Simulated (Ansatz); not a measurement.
Density of states of KCl (Fm-3m) below the valence band maximum, PBEsol, rigid bands run with Ansatz (an electronic-structure program); cell volume 60.8 Å³.

(energy from edge (eV), 10⁻³ states/eV/cell): (0.006, 484); (0.031, 1250); (0.056, 1820); (0.081, 2380); (0.106, 2980); (0.131, 3660); (0.156, 4500); (0.181, 5560); (0.206, 6980); (0.231, 9720); (0.256, 11200); (0.281, 12400); (0.319, 15800); (0.344, 24200); (0.369, 13900); (0.394, 9950); (0.419, 8130); (0.444, 6790); (0.469, 5620); (0.494, 4280); (0.519, 2680); (0.544, 1740); (0.569, 1340); (0.594, 1650)

Task: What effective density of states at 300 K does this give (∫ g(E) exp(−E/k_BT) dE, both spins, divided by the cell's size)?

Result: 4.4e20 cm⁻³, a density-of-states mass of 6.8 mₑ, valleys and band degeneracy included.

Spin-orbit coupling is left out; where it splits the top of the valence band, N_v and the p-type Seebeck coefficient come out somewhat high without it. Geometry: cell and atoms relaxed with PBEsol.
